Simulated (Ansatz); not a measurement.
Results of LDA in Ansatz (PAW) for CsCl-type AlIr (cell taken from a computed entry).

Settings: plane-wave cutoff 520 eV, 18×18×18 k mesh, Fermi–Dirac smearing 0.05 eV, no spin polarisation, scalar-relativistic PAW data made under PBE.

Cell (relaxed at this level):

```xyz
2
Lattice="2.9689 0.0000 0.0000 0.0000 2.9689 0.0000 0.0000 0.0000 2.9689" Properties=species:S:1:pos:R:3 pbc="T T T"
Al     0.0000     0.0000     0.0000
Ir     1.4845     1.4845     1.4845
```

Problem. Give the computed bulk modulus.

Solution. 
- bulk modulus = 260 GPa

The run finds no gap.

Note: the bulk modulus is −V dP/dV from two relaxed cells at ±2 % in volume; the relaxation could not lower the start's symmetry, so the cell can be a saddle point above a distorted one.

Spin–orbit coupling is not included.

Ansatz is a quantum-chemistry and plane-wave program.
